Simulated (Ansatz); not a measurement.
The starting structures come from a database of crystals and need not be the phases stable at ambient conditions.

 Where the default PAW files enter, the runs use the earlier of Ansatz's two default sets.

The decay constant κ of evanescent states in the gap governs leakage through a thin film.

```
BaGaBF2O3
1.0
    4.94782     0.00000     0.00000
   -2.47391     4.28494     0.00000
    0.00000     0.00000     9.86622
Ba Ga B O F
2 2 2 6 4
Cartesian
  0.00000   0.00000   0.00000
  0.00000   0.00000   4.93311
  0.00000   2.85662   2.46655
  2.47391   1.42832   7.39967
  2.47391   1.42832   2.46655
  0.00000   2.85662   7.39967
  1.09391   1.33322   2.46655
  1.38000   2.95172   7.39967
 -0.60764   1.61396   7.39967
  3.08155   2.67097   2.46655
  3.24626   0.28075   2.46655
 -0.77235   4.00419   7.39967
  0.00000   2.85662   4.46200
  2.47391   1.42832   5.40422
  2.47391   1.42832   9.39511
  0.00000   2.85662   0.47111
```

Space group of this cell: P6_3/m. The cell is taken as given; by r2SCAN its mean pressure is -5.0 GPa.

Transport runs along the normal of the first two printed cell vectors, the (001) plane of the conventional cell.

No gap correction and no spin-orbit coupling; mid-gap values are interpolated between computed energies.

**Question.** Compute, with Ansatz (a quantum-chemistry and plane-wave program) with r2SCAN, the band gap and the smallest decay constant κ at mid-gap.

**Answer.** Gap 5.65 eV on a 12×12×4 mesh; κ = 0.488 1/Å, at the zone centre.
